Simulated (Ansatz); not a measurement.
Consider Cu in the fcc (Cu type) structure (space group Fm-3m, No. 225; a = 3.577 Å; relaxed with 0.1 eV smearing). Axes: x, y, z lie along the cube axes.

Level of theory: DFT with r2SCAN, PAW potentials and a 500 eV plane-wave cutoff in Ansatz (an electronic-structure program), no SOC.

Strains are applied to the cell and any free atomic positions relax; under biaxial strain the out-of-plane vector relaxes too.

One change was made to it. Results:

| quantity | base | after |
|---|---|---|
| energy relative to the base (free energy F) | 0 meV/atom | +7.1 meV/atom |
| volume per atom | 11.44 Å³ | 11.59 Å³ |

Question: Name the change that was made.
A. biaxial strain +0.50 %, plane normal [001], relaxed out of plane
B. biaxial strain +2.00 %, plane normal [001], relaxed out of plane
C. biaxial strain +3.00 %, plane normal [001], relaxed out of plane

Answer: C, biaxial strain +3.00 %, plane normal [001], relaxed out of plane. For comparison, the energy relative to the base in the other runs: biaxial strain +2.00 %, plane normal [001], relaxed out of plane gives +3.4 meV/atom; biaxial strain +0.50 %, plane normal [001], relaxed out of plane gives +0.2 meV/atom.

No phonon test of stability was made. All final runs are without spin polarisation.
